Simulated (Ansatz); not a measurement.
# Ta under a change: uniaxial strain ε_zz = +3.00 %

Start from Ta in the bcc (W type) structure (space group Im-3m, No. 229; a = 3.3061 Å; relaxed with 0.1 eV smearing). Axes: x, y, z lie along the cube axes.

Now apply this change: uniaxial strain ε_zz = +3.00 %, all other strain components held at zero; the atoms relax in the strained cell.

The values are results of r2SCAN in Ansatz (plane waves to 500 eV, PAW, scalar-relativistic without spin-orbit coupling), not measurements. k-mesh 28×28×28 (Γ-centred); smearing 0.1 eV (Fermi–Dirac).

```json
[
 {"quantity": "volume per atom", "base": "18.07 Å³", "changed": "18.61 Å³", "shift": "+0.54 Å³"},
 {"quantity": "space group", "base": "Im-3m (No. 229)", "changed": "I4/mmm (No. 139)", "shift": "–"},
 {"quantity": "energy relative to the base (free energy F)", "base": "0 meV/atom", "changed": "+13 meV/atom", "shift": "+13 meV/atom"},
 {"quantity": "pressure (mean of the normal stresses, compression positive)", "base": "0.0 GPa", "changed": "-5.6 GPa", "shift": "-5.6 GPa"},
 {"quantity": "band gap", "base": "zero", "changed": "zero", "shift": "–"},
 {"quantity": "stress (xx, yy, zz, yz, xz, xy; compression positive)", "base": "–", "changed": "(-4.6, -4.6, -7.5, 0.0, 0.0, 0.0) GPa", "shift": "–"}
]
```

Final structure:

```xyz
1
Lattice="-1.6530 1.6530 1.7026 1.6530 -1.6530 1.7026 1.6530 1.6530 -1.7026" Properties=species:S:1:pos:R:3 pbc="T T T"
Ta     0.0000     0.0000     0.0000
```

No phonon test of stability was made. All final runs are without spin polarisation.

Ansatz is a first-principles code.
